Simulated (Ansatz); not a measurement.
# How far to go with the k-point mesh: Al (Fm-3m, 1 atom in the cell)

```yaml
crystal:
  lattice:
    - [0.00000, 2.03107, 2.03107]
    - [2.03107, 0.00000, 2.03107]
    - [2.03107, 2.03107, 0.00000]
  atoms:
    - { symbol: Al, position: [0.00000, 0.00000, 0.00000] }
```

Computed with PBEsol, default PAW files made with PBE (plane waves; Ansatz, a program for electronic structure).

Base settings: basis.ecutwfc = 420 eV; kpoints.mp_grid.grid = 14 14 14; hamiltonian.xc = pbesol; hamiltonian.pseudopotentials = {kind: paw} (the program's default PAW files); scf.occupations.method = gaussian; scf.occupations.width = 0.1 eV.

The second cell is the first with its lattice scaled by 0.98.

Only quantities that move along the ladder and can be compared are tabulated.

The count of work is k-points × plane waves × bands × iterations; it is no time. 

The starting cell has typed, rounded lattice constants, without a prior relaxation at this level. Its lattice was rescaled by up to half a per cent. Ansatz's pressure includes its estimate of the finite-basis (Pulay) stress.

| kpoints.mp_grid.grid | free energy less the last step's (meV/atom) | energy of the compressed cell less the first (meV/atom) | pressure (GPa) | count of work / last |
|---|---|---|---|---|
| 2 2 2 | -658.10 | -32.59 | -8.20 | 0.0012 |
| 3 3 3 | 578.47 | -7.38 | -3.62 | 0.0016 |
| 4 4 4 | 286.45 | 3.72 | -1.96 | 0.0033 |
| 5 5 5 | 54.35 | 10.70 | -0.87 | 0.0041 |
| 6 6 6 | -66.37 | 1.05 | -2.18 | 0.0065 |
| 7 7 7 | -44.83 | -5.14 | -3.06 | 0.0081 |
| 8 8 8 | 5.71 | -1.29 | -2.63 | 0.012 |
| 9 9 9 | 29.36 | 0.24 | -2.36 | 0.014 |
| 10 10 10 | 19.09 | -3.49 | -2.63 | 0.019 |
| 11 11 11 | -8.06 | -1.51 | -2.61 | 0.023 |
| 12 12 12 | -7.48 | -0.71 | -2.51 | 0.029 |
| 13 13 13 | 3.99 | -2.72 | -2.72 | 0.034 |
| 14 14 14 | 8.07 | -3.59 | -2.87 | 0.042 |
| 15 15 15 | 0.40 | -2.65 | -2.74 | 0.049 |
| 16 16 16 | -4.95 | -2.31 | -2.71 | 0.059 |
| 18 18 18 | 2.55 | -2.08 | -2.61 | 0.079 |
| 20 20 20 | 0.78 | -2.41 | -2.66 | 0.10 |
| 22 22 22 | -1.38 | -2.00 | -2.64 | 0.13 |
| 24 24 24 | 1.78 | -2.60 | -2.70 | 0.17 |
| 27 27 27 | -0.24 | -2.23 | -2.68 | 0.23 |
| 30 30 30 | -0.27 | -2.24 | -2.66 | 0.31 |
| 33 33 33 | 0.63 | -2.29 | -2.66 | 0.39 |
| 37 37 37 | 0.13 | -2.22 | -2.66 | 0.54 |
| 41 41 41 | -0.11 | -2.18 | -2.66 | 0.72 |
| 46 46 46 | 0.00 | -2.22 | -2.67 | 1.0 |

Coarsest kpoints.mp_grid.grid that holds the energy of the compressed cell less the first within 1 meV/atom of the last step, with all finer ones: 15 15 15, at 0.049 of the last step's count of work; the step before is off by 1.4 meV/atom.

Coarsest kpoints.mp_grid.grid that holds the free energy within 0.5 meV/atom of the last step, with all finer ones: 37 37 37; the step before is off by 0.63 meV/atom.

Coarsest kpoints.mp_grid.grid that holds the pressure within 0.1 GPa of the last step, with all finer ones: 15 15 15, at 0.049 of the last step's count of work; the step before is off by 0.20 GPa.

The energy difference between the two cells stays within 1 meV/atom of the last step's from 15 15 15 on, the total only from 27 27 27 on: much of the error is common to both cells and cancels.

Two neighbours can agree and both be off: 11 11 11 and 12 12 12 differ by 0.58 meV/atom in the free energy, yet lie about 7.5 meV/atom from the last step.

Keys are those of Ansatz 0.2.
